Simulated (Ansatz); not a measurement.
Base system: Zr in the hcp (Mg type) structure (space group P6_3/mmc, No. 194; a = 3.244 Å, c = 5.158 Å; relaxed with 0.1 eV smearing). Axes: x lies along a and z along c of the hexagonal cell.

Method: r2SCAN, PAW, 500 eV (Ansatz, a program for electronic structure; no spin-orbit coupling).

Base values:

| Quantity | Result |
|---|---|
| Shortest interatomic distance | 3.187 Å |

Modification: tensor shear ε_xz = +0.57 % (engineering shear γ = 0.0114), atoms relaxed at fixed cell.

**Question.** What does the calculation give for the stress after the change?

**Answer.** The stress (xx, yy, zz, yz, xz, xy; compression positive) is (0.0, 0.0, 0.0, 0.0, -0.4, 0.0) GPa.

**Question.** What does the calculation give for the energy relative to the base after the change?

**Answer.** The energy is nearly the same.

**Question.** Predict the new shortest interatomic distance.

**Answer.** The shortest interatomic distance decreases by 0.015 Å, from 3.187 Å to 3.172 Å.

The cells carry an imposed strain or load. No phonon test of stability was made. All final runs are without spin polarisation.
